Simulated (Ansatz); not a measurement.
The starting structures come from a database of crystals and need not be the phases stable at ambient conditions.

Here is the system:

```yaml
crystal:
  lattice:
    - [6.18182, 0.00000, 0.00000]
    - [0.00000, 10.69846, 0.00000]
    - [0.00000, 3.55204, 5.04831]
  atoms:
    - { symbol: Ba, position: [0.99481, 0.25056, 0.75046] }
    - { symbol: Ba, position: [0.00519, 0.74944, 0.24954] }
    - { symbol: Ba, position: [0.49481, 0.24944, 0.24954] }
    - { symbol: Ba, position: [0.50519, 0.75056, 0.75046] }
    - { symbol: La, position: [0.00000, 0.00000, 0.50000] }
    - { symbol: La, position: [0.50000, 0.50000, 0.50000] }
    - { symbol: Sb, position: [0.50000, 0.00000, 0.00000] }
    - { symbol: Sb, position: [0.00000, 0.50000, 0.00000] }
    - { symbol: O, position: [0.49207, 0.76918, 0.23280] }
    - { symbol: O, position: [0.50793, 0.23082, 0.76720] }
    - { symbol: O, position: [0.99207, 0.73082, 0.76720] }
    - { symbol: O, position: [0.00793, 0.26918, 0.23280] }
    - { symbol: O, position: [0.21612, 0.50158, 0.75304] }
    - { symbol: O, position: [0.78388, 0.49842, 0.24696] }
    - { symbol: O, position: [0.71612, 0.99842, 0.24696] }
    - { symbol: O, position: [0.28388, 0.00158, 0.75304] }
    - { symbol: O, position: [0.74480, 0.99514, 0.78825] }
    - { symbol: O, position: [0.25520, 0.00486, 0.21175] }
    - { symbol: O, position: [0.24480, 0.50486, 0.21175] }
    - { symbol: O, position: [0.75520, 0.49514, 0.78825] }
```

Space group of this cell: P2_1/c. The cell is taken as given; by PBEsol its mean pressure is -4.8 GPa.

Transport runs along the normal of the first two printed cell vectors.

The gap is the functional's own, uncorrected, and κ follows it; spin-orbit coupling is left out. Mid-gap values are interpolated between the computed energies.

Q: State the band gap and the smallest decay constant κ at mid-gap according to PBEsol in Ansatz (a quantum-chemistry and plane-wave program).

A: Gap 3.75 eV on a 6×4×6 mesh; κ = 0.330 1/Å, at the zone centre.
